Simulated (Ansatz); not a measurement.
Take BaTiO3 in the cubic perovskite structure (space group Pm-3m, No. 221) as the base.

```
CELL_PARAMETERS angstrom
      4.01946     0.00000     0.00000
      0.00000     4.01946     0.00000
      0.00000     0.00000     4.01946
ATOMIC_POSITIONS crystal
  Ba 0.00000 0.00000 0.00000
  Ti 0.50000 0.50000 0.50000
  O  0.00000 0.50000 0.50000
  O  0.50000 0.50000 0.00000
  O  0.50000 0.00000 0.50000
```

Levels (all Ansatz, an electronic-structure program, PAW, earlier PAW set): PBE (420 eV, no SOC); r2SCAN (500 eV, no spin-orbit coupling); HSE06 (420 eV, no spin-orbit coupling); PBE+SOC (420 eV, with spin-orbit coupling).

One geometry, relaxed with PBE, under each level:

Notes on the quantities. electron mass: degenerate bands, along [100]; hole mass: degenerate bands, along [100].

```json
[
 {"level": "PBE", "band gap": "1.79 eV", "lowest conduction level above the VBM at special points": "Γ 1.79 eV; X 1.91 eV; M 3.49 eV; R 4.13 eV", "electron mass": "–", "hole mass": "–", "pressure": "0.00 GPa"},
 {"level": "r2SCAN", "band gap": "2.13 eV", "lowest conduction level above the VBM at special points": "Γ 2.13 eV; X 2.25 eV; M 3.80 eV; R 4.46 eV", "electron mass": "–", "hole mass": "–", "pressure": "-3.25 GPa"},
 {"level": "HSE06", "band gap": "3.17 eV", "lowest conduction level above the VBM at special points": "Γ 3.17 eV; X 3.31 eV; M 5.06 eV", "electron mass": "–", "hole mass": "–", "pressure": "–"},
 {"level": "PBE+SOC", "band gap": "1.77 eV", "lowest conduction level above the VBM at special points": "Γ 1.77 eV; X 1.90 eV; M 3.47 eV; R 4.12 eV", "electron mass": "0.42, 1.1 mₑ (at Γ)", "hole mass": "0.82, 2.3 mₑ (at R)", "pressure": "0.00 GPa"}
]
```

Single points use the geometry relaxed with PBE. Their cutoffs differ, which shifts pressures a little. HSE06 was sampled on its mesh, a few special points and the semilocal edge points, so its gap is an upper bound. Differences between runs with and without spin-orbit coupling are approximate. Masses are band curvatures over ±0.01 Å⁻¹ around the edge. Stability against distortions was not tested. The runs without spin-orbit coupling are not spin-polarised. Many cubic perovskites are stable only at high temperature; tilts and polar distortions were not tested. This is not the structure that BaTiO3 has at room temperature and ambient pressure.
